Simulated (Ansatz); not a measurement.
Levels about the gap of amorphous Hf18O37Zn (56 atoms in a cell of 729 Å³, 8.81 g/cm³; zone centre alone, so wide bands show as single levels with stretches between that a denser mesh fills), at the geometry that PBE relaxed, where it gives 0.0 GPa on a denser mesh. The participation number counts the atoms over which a state spreads; weights are charges in smoothed Voronoi cells. The levels come from a single point, so bond lengths are those of that geometry. Method of the levels: r2SCAN, scalar-relativistic without spin-orbit coupling (Ansatz, a quantum-chemistry and plane-wave program). Sampling: the zone centre alone; Fermi-Dirac width 0.02 eV; no spin polarisation.

A CHGNet melt-quench gave the starting glass, which DFT then relaxed. O atoms were pushed apart under 1.9 Å during the dynamics, to hinder bonds among them. The hot cell started wider than the set density and was brought back towards it in steps. It is the lowest in DFT energy of 2 quenches. It is a model cell: composition and starting density were chosen by hand, and all elements were melted together. No dispersion term was used. Its density started from a set value of 8.88 and ended at 8.81 g/cm³. The quench (nominally 300 K/ps over its main leg) was far faster than any real one, so the model tends to hold more defects than a real film. Values belong to this one cell and scatter from quench to quench. Volume and shape were free in the relaxation.

```tsv
E - E(highest filled), eV	filling	participation number	largest on	weight O	weight Hf	weight Zn
-0.28	filled	22.8	O, 3 neighbours	0.91	0.06	0.03
-0.22	filled	23.2	O, 3 neighbours	0.95	0.05	0.00
-0.21	filled	20.8	O, 3 neighbours	0.94	0.05	0.01
-0.19	filled	16.1	O, 3 neighbours	0.93	0.06	0.00
-0.17	filled	20.0	O, 3 neighbours	0.94	0.05	0.00
-0.09	filled	12.1	O, 3 neighbours	0.94	0.05	0.01
0.00	filled	11.5	O, 3 neighbours	0.95	0.04	0.00
4.58	empty	32.5	Hf, 6 neighbours	0.50	0.46	0.04
4.88	empty	18.2	Hf, 6 neighbours	0.38	0.61	0.01
4.92	empty	27.2	Hf, 6 neighbours	0.37	0.62	0.02
5.09	empty	29.9	Hf, 5 neighbours	0.38	0.62	0.00
5.18	empty	22.0	Hf, 6 neighbours	0.38	0.62	0.01
5.27	empty	23.0	Hf, 6 neighbours	0.36	0.63	0.01
5.32	empty	26.8	Hf, 6 neighbours	0.37	0.63	0.00
```

Most localised among these is the filled level at +0.00 eV, on a O atom, which has 3 neighbours (Hf 2.08 Å, Hf 2.08 Å, Hf 2.12 Å).
